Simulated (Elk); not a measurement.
A self-consistent single point of Zr2CuSb3 (P-4m2, 6 atoms in the cell) with Elk.

Computed with LDA (PW92), all-electron FP-LAPW, Elk's shipped species files, default APW+lo basis run with Elk.

```xyz
6
Lattice="3.9781 0.0000 0.0000 0.0000 3.9781 0.0000 0.0000 0.0000 8.7638" Properties=species:S:1:pos:R:3 pbc="T T T"
Zr     0.0000     1.9890     6.4643
Zr     1.9890     0.0000     2.2995
Cu     0.0000     0.0000     0.0000
Sb     1.9890     1.9890     0.0000
Sb     0.0000     1.9890     3.3182
Sb     1.9890     0.0000     5.4456
```

Reference input (self-consistent single point, DFT, PBEsol, all-electron FP-LAPW, Elk's shipped species files, default APW+lo basis): xctype = 22; stype = 0; swidth = 0.00999582 Ha; ngridk = 5 5 3; maxscl = 100. This run's input differs from it in these lines:…

```diff
@@ -2,5 +2,2 @@
   0
-
-xctype
-  22
```

Output, abridged:

```
│ Self-consistent loop started │
│ Loop number : 1 │
 total energy                :     -28262.6540776
│ Loop number : 2 │
 total energy                :     -28270.5469988
RMS change in Kohn-Sham potential (target) :   0.5702861474     (  0.1000000000E-05)
Absolute change in total energy (target)   :    7.892921243     (  0.1000000000E-03)
│ Loop number : 3 │
 total energy                :     -28284.2078678
RMS change in Kohn-Sham potential (target) :   0.2708740841     (  0.1000000000E-05)
Absolute change in total energy (target)   :    15.63409929     (  0.1000000000E-03)
│ Loop number : 4 │
   [... lines left out ...]
Absolute change in total energy (target)   :   0.3620618372E-04 (  0.1000000000E-03)
│ Loop number : 19 │
 total energy                :     -28277.7195373
RMS change in Kohn-Sham potential (target) :   0.3281497407E-06 (  0.1000000000E-05)
Absolute change in total energy (target)   :   0.1003833968E-03 (  0.1000000000E-03)
│ Loop number : 20 │
 total energy                :     -28277.7196105
RMS change in Kohn-Sham potential (target) :   0.8039058209E-07 (  0.1000000000E-05)
Absolute change in total energy (target)   :   0.9829570990E-04 (  0.1000000000E-03)
Convergence targets achieved

│ Loop number : 21 │

Energies :
 Fermi                       :     0.268341049303
 total energy                :     -28277.7196055

Density of states at Fermi energy :    95.06751925
 (states/Hartree/unit cell)

Estimated indirect band gap :   0.2907591817E-02
 from k-point      4 to k-point     15
Estimated direct band gap   :   0.1771795145E-01
 at k-point     11

Charges :
 core                        :    176.0000000
 valence                     :    86.00000000
 interstitial                :    10.79863529
 muffin-tins (core leakage)
  species :    1 (Zr)
   atom    1                 :    37.85170136     (  0.2850641067E-05)
   atom    2                 :    37.85170136     (  0.2850641067E-05)
  species :    2 (Cu)
   atom    1                 :    28.12869108     (  0.1655435372E-03)
  species :    3 (Sb)
   atom    1                 :    49.12054182     (  0.8103807797E-03)
   atom    2                 :    49.12436454     (  0.8112577250E-03)
   atom    3                 :    49.12436454     (  0.8112577250E-03)
 total in muffin-tins        :    251.2013647
 total calculated charge     :    261.9923648
 total charge                :    262.0000000
 error                       :   0.7635183773E-02

│ Self-consistent loop stopped │
```

The run converged in 21 iterations. The count includes the last loop, which Elk runs after its targets are met. 

The starting cell comes from a database of computed structures (which also holds hypothetical and non-ambient phases and stackings), without a prior relaxation at this level. Its lattice was rescaled by a random factor within 2.5 % of one. Spin-orbit coupling is off. Spin polarisation is off. Values depend on the basis (sphere radii, cutoffs, local orbitals), which need not be converged. The log's line on a gap gives a spacing of levels on this mesh, which the program prints for metals too.

Cost on one core of a shared machine: roughly 90 s.
